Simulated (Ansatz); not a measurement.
MoPt2 (space group Immm, No. 71)

```cif
data_MoPt2
_chemical_formula_sum 'Mo1 Pt2'
_space_group_name_H-M_alt 'P 1'
_space_group_IT_number 1
_cell_length_a 4.77675
_cell_length_b 4.77675
_cell_length_c 4.77675
_cell_angle_alpha 146.600
_cell_angle_beta 131.385
_cell_angle_gamma 60.267
loop_
_space_group_symop_operation_xyz
  'x, y, z'
loop_
_atom_site_label
_atom_site_type_symbol
_atom_site_fract_x
_atom_site_fract_y
_atom_site_fract_z
_atom_site_occupancy
Mo1 Mo 0.00000 0.00000 0.00000 1
Pt1 Pt 0.66338 0.66338 0.00000 1
Pt2 Pt 0.33662 0.33662 0.00000 1
```

Method: PBEsol (Ansatz, an electronic-structure program; PAW; 420 eV plane waves; spin-orbit coupling left out). k-mesh 20×20×20 (Γ-centred); smearing 0.05 eV (Fermi–Dirac).

| Property | Result |
|---|---|
| Volume per atom | 14.87 Å³ |
| Density | 18.10 g/cm³ |
| Band gap | zero |
| Total energy | -9888.770 eV/atom (σ→0; compares only within this code and set-up) |

No phonon test of stability was made. The final runs are not spin-polarised.
